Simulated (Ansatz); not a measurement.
Take BeS in the zinc blende structure (space group F-43m, No. 216) as the base.

```yaml
crystal:
  lattice:
    - [0.00000, 2.43428, 2.43428]
    - [2.43428, 0.00000, 2.43428]
    - [2.43428, 2.43428, 0.00000]
  atoms:
    - { symbol: S, position: [0.75000, 0.75000, 0.75000] }
    - { symbol: Be, position: [0.00000, 0.00000, 0.00000] }
```

Cartesian axes are those of the cell as printed.

Method: r2SCAN (Ansatz, an electronic-structure program, PAW, without spin-orbit coupling).

Modification: a pure shear with ε_xy = ε_yx = -0.0297; the atoms relax in the strained cell.

Task: Predict the stress tensor and what it implies for the stiffness.

Result: Stress of the strained cell less that of the base (GPa, compression positive):
```
   0.35    5.21    0.00
   5.21    0.35    0.00
   0.00    0.00   -0.03
```

Then −Δσ/γ with γ = 2ε = -0.0594 gives secant stiffness values (nonlinear terms included at this strain): C66 ≈ 88 GPa.

As a check, the harmonic strain energy −½ V₀ Δσ:ε is 14 meV/atom; the computed energy rise is 14 meV/atom.

No phonon test of stability was made.
